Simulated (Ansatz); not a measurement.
We consider CsCl-type FeAl, described by r²SCAN (PAW; Ansatz, a quantum-chemistry and plane-wave program).

Run with plane-wave cutoff 500 eV, 20×14×1 k mesh (along the axes of the cell as run), Fermi–Dirac smearing 0.1 eV, scalar-relativistic PAW data made under PBE.

Estimate the surface energy of the (110) face and work function of the (110) face that the calculation returns.


surface energy of the (110) face: 2.63 J/m²
work function of the (110) face: 4.77 eV

The slab of 12 atoms is relaxed and unreconstructed.

The computed numbers hold no vibrational or temperature effects.

The result took very roughly 18 core-minutes.
